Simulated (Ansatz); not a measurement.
**Point defect O interstitial in bixbyite In2O3**

These are PBE, PAW (plane waves to 420 eV; Ansatz, a first-principles code) values and carry that method's errors. The supercell holds 80 host sites (1×1×1 repeats of a cell of 80 atoms), with a 2×2×2 Γ-centred k-point sampling for the final energies. Site at the start: void with 6O nearest. Charged cells carry a point-charge image correction with potential alignment at far atoms. Dielectric constants: PBE linear response of the host. Host gap at this level: 0.94 eV. These values are not converged in cell size to better than tenths of an eV. The semilocal functional narrows the gap, so deep levels can fall outside it. Spin–orbit coupling is left out, which matters for these heavy elements. Each state is the lowest found from its start.

Formation energies E_f are given with the Fermi level at the valence-band maximum. Chemical conditions: In-rich (Δμ(O) = -2.59 eV; only phases computed here count, gases as isolated molecules at 0 K); O-rich (Δμ(O) = 0.00 eV; only phases computed here count, gases as isolated molecules at 0 K). Reference phases: O: O2 molecule in a box.

The name describes the start; the neighbours show where the atoms ended.

Charges with a result: +1, 0, −1, −2. Others weren't obtained, and one of them could lie lower, also by skipping a charge.

| charge | moment (μB) | point group | largest move off a lattice site (Å) | neighbours of the last O atom of the defect at the end (Å) | image correction with alignment (eV) | E_f, In-rich (eV) | E_f, O-rich (eV) | above the lowest spin state (eV) |
|---|---|---|---|---|---|---|---|---|
| +1 | 3.0 | C1 | 0.12 | O 2.36, In 2.36, In 2.37, In 2.38, O 2.38, O 2.38 | 0.19 | 5.30 | 2.70 | 0.00 |
| 0 | 2.0 | C1 | 0.19 | In 2.26, In 2.27, O 2.35, In 2.38, In 2.43, O 2.52, O 2.53, O 2.55 (the shell may go on) | 0.00 | 5.43 | 2.84 | 0.00 |
| 0† | not spin-polarised | – | 0.20 | In 2.28, In 2.28, In 2.28, In 2.35 | 0.00 | 5.66 | 3.07 | 0.23 |
| −1† | 1.0 | – | 0.25 | In 2.22, In 2.22, In 2.23, In 2.31 | 0.10 | – | – | 0.00 |
| −2† | not spin-polarised | – | 0.32 | In 2.15, In 2.15, In 2.15, In 2.27 | 0.50 | – | – | 0.00 |

† Not settled in this cell, so no level is given: charge −1: a level filled in part; charge −2: level within 0.1 eV of a band edge or past it.

Point groups are those of the whole cell at tolerances of 0.03 and 0.1 Å ("near" where only the looser one holds); none is given for unsettled states.

Starting moments that weren't kept: charge +1 began with 1 μB and ended with 3.0.

Not the lowest form: the same atoms on another site or from another start ended lower, by 1.27 eV at charge +1; by 1.11 eV at charge 0. The levels below are those of this configuration alone.

Transition levels above the valence-band maximum: ε(+1/0) = 0.13 eV.

Flagged in the runs: a host whose relaxation on this sampling wasn't shown to rest, a strain field that reaches the edge of the cell, host ions not shown at rest.
